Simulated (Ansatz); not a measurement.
The starting structures come from a database of crystals and need not be the phases stable at ambient conditions.

 Where the default PAW files enter, the runs use the earlier of Ansatz's two default sets.

The decay constant κ of evanescent states in the gap governs leakage through a thin film.

Given:

```
CELL_PARAMETERS angstrom
      4.94191     0.00000     0.00000
      2.47096     6.59656     0.00000
      2.47096    -0.92558     2.29105
ATOMIC_POSITIONS crystal
  Pt 0.00000 0.50000 0.00000
  Pt 0.00000 0.00000 0.50000
  S  0.25000 0.75000 0.75000
  S  0.75000 0.25000 0.25000
```

Space group of this cell: P4_2/mmc. The cell is taken as given.

Transport runs along the normal of the first two printed cell vectors, the (111) plane of the conventional cell.

No gap correction and no spin-orbit coupling; mid-gap values are interpolated between computed energies.

Q: Compute, with Ansatz (a first-principles code) with r2SCAN, the band gap and the smallest decay constant κ at mid-gap.

A: Gap 0.78 eV on a 14×14×14 mesh; κ = 0.124 1/Å, at (0.000, 0.500) of the in-plane reciprocal vectors. At the zone centre, at the nearest computed energy, the slowest state has κ = 0.28 1/Å.
